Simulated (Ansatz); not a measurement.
A hypothetical phase is included: elements placed on a structure type, which no database files for this compound.

**Evanescent states of HfO2 (P-3m1, CdI2 type, 3 atoms a cell, 14.1 Å³ an atom, -2 GPa at this level) along the normal of (001)**

These are r2SCAN (plane waves, PAW; Ansatz, a first-principles code) values and carry that method's errors.

The gap is the functional's own. No spin-orbit coupling. Mid-gap values are those at the computed energy nearest the middle.

Energies count from the valence-band top; κ is the least over a 12×12 mesh across the current.

```json
[
 {"E (eV)": "0.12", "κ (1/Å)": "0.176", "where": "Γ"},
 {"E (eV)": "0.34", "κ (1/Å)": "0.254", "where": "Γ"},
 {"E (eV)": "0.57", "κ (1/Å)": "0.307", "where": "Γ"},
 {"E (eV)": "0.81", "κ (1/Å)": "0.348", "where": "Γ"},
 {"E (eV)": "1.03", "κ (1/Å)": "0.380", "where": "Γ"},
 {"E (eV)": "1.26", "κ (1/Å)": "0.405", "where": "Γ"},
 {"E (eV)": "1.50", "κ (1/Å)": "0.426", "where": "Γ"},
 {"E (eV)": "1.73", "κ (1/Å)": "0.443", "where": "Γ"},
 {"E (eV)": "1.96", "κ (1/Å)": "0.456", "where": "Γ"},
 {"E (eV)": "2.19", "κ (1/Å)": "0.466", "where": "Γ"},
 {"E (eV)": "2.42", "κ (1/Å)": "0.474", "where": "Γ"},
 {"E (eV)": "2.65", "κ (1/Å)": "0.478", "where": "Γ"},
 {"E (eV)": "2.88", "κ (1/Å)": "0.480", "where": "Γ"},
 {"E (eV)": "3.10", "κ (1/Å)": "0.479", "where": "Γ"},
 {"E (eV)": "3.33", "κ (1/Å)": "0.475", "where": "Γ"},
 {"E (eV)": "3.56", "κ (1/Å)": "0.468", "where": "Γ"},
 {"E (eV)": "3.79", "κ (1/Å)": "0.459", "where": "Γ"},
 {"E (eV)": "4.03", "κ (1/Å)": "0.446", "where": "Γ"},
 {"E (eV)": "4.25", "κ (1/Å)": "0.417", "where": "off Γ"},
 {"E (eV)": "4.49", "κ (1/Å)": "0.356", "where": "off Γ"},
 {"E (eV)": "4.71", "κ (1/Å)": "0.274", "where": "off Γ"},
 {"E (eV)": "4.95", "κ (1/Å)": "0.140", "where": "off Γ"}
]
```

How thick must the barrier be to attenuate the transmission by 10^6 when the electrodes' Fermi level lies at 4.49 eV, and what attenuation does that film give at 0.34 eV?

d = 6 ln 10 / (2 × 0.356) = 19.4 Å. At 0.34 eV it gives 6 × 0.254/0.356 = 4.3 decades.
